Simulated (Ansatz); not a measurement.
Reference: AlP (F-43m), HSE06, rigid bands (plane waves, PAW, scalar-relativistic; Ansatz, a first-principles code); geometry: cell and atoms relaxed with PBEsol.

```
AlP
1.0
    0.00000     2.73525     2.73525
    2.73525     0.00000     2.73525
    2.73525     2.73525     0.00000
Al P
1 1
Cartesian
  0.00000   0.00000   0.00000
  4.10287   4.10287   4.10287
```

| Property | Result |
|---|---|
| band gap | 2.28 eV |
| electron conductivity mass | 0.33 mₑ |
| Seebeck coefficient, n-type 1e19 cm⁻³ | -260 μV/K |

Task: Swap Al for B, keeping the structure type. How do these values move?

Result: BP (F-43m): volume per atom 20.5 to 11.5 Å³; band gap falls (2.28 eV to 1.95 eV); electron conductivity mass stays about the same (0.33 mₑ to 0.32 mₑ); Seebeck coefficient, n-type 1e19 cm⁻³ rises in size (-260 μV/K to -331 μV/K).

Task: Swap Al for In, keeping the structure type. How do these values move?

Result: InP (F-43m): volume per atom 20.5 to 25.4 Å³; band gap falls (2.28 eV to 1.44 eV); electron conductivity mass falls (0.33 mₑ to 0.095 mₑ); Seebeck coefficient, n-type 1e19 cm⁻³ falls in size (-260 μV/K to -61 μV/K).

Moves up to 5 % count as about the same. Masses are for dilute carriers at 300 K, harmonic means over directions unless an axis is named. Seebeck coefficients are for the stated density at 300 K, with one relaxation time for all states and whether or not that doping can be reached. Spin-orbit coupling is left out.
